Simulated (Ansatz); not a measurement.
## MoPt2 (model structure, started from the MoSi2 type, I4/mmm, No. 139, 3 atoms in the cell): lattice parameter a by level of theory

No measured value is used here.

```json
[
 {"level (code)": "LDA (Ansatz)", "value (Å)": "3.315"},
 {"level (code)": "PBEsol (Ansatz)", "value (Å)": "3.333"},
 {"level (code)": "r²SCAN (Ansatz)", "value (Å)": "3.354"}
]
```

The crystal itself was run without spin with LDA, PBEsol, r²SCAN; a magnetic state was not tried in these runs. Density-functional levels without +SOC have no spin–orbit coupling. LDA, PBEsol, r²SCAN: the run has no spin polarisation, so it can have missed a magnetic state. Cutoffs differ between the levels. Ansatz's density-functional and Hartree–Fock values are scalar-relativistic unless marked +SOC, with PAW data made under PBE.

A model structure was made by putting elements into a prototype or built by hand; it is no filed structure, need not be a known phase, and can be a saddle point held by its symmetry.

Ansatz is an electronic-structure program.
